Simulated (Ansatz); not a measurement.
Hypothetical rock salt BN, response to strain

Consider BN in the rock salt structure (space group Fm-3m, No. 225; a = 3.5035 Å; a hypothetical phase, not in the database extracts checked). Axes: x, y, z lie along the cube axes.

Strains are applied to the cell and any free atomic positions relax; under biaxial strain the out-of-plane vector relaxes too.

All numbers come from DFT with PBE, PAW potentials and a 420 eV plane-wave cutoff in Ansatz (a first-principles code), without spin-orbit coupling.

Problem. Only one of these has no band gap. Which?
A. biaxial strain +1.49 %, plane normal [111], relaxed out of plane
B. isotropic strain +2.47 %
C. isotropic strain −5.11 %
D. isotropic strain +5.74 %
E. isotropic strain −3.04 %

Solution. D, isotropic strain +5.74 %. Computed: isotropic strain −5.11 %: 2.41 eV; isotropic strain +2.47 %: 0.60 eV; isotropic strain −3.04 %: 1.87 eV; biaxial strain +1.49 %, plane normal [111], relaxed out of plane: 0.83 eV; isotropic strain +5.74 %: zero

The mesh was chosen for an insulator and is coarse for the gapless case. Whether these cells are dynamically stable was not tested. All final runs are without spin polarisation. A zero or small gap of BN under isotropic strain +5.74 % can be the functional's error rather than a property of the material.
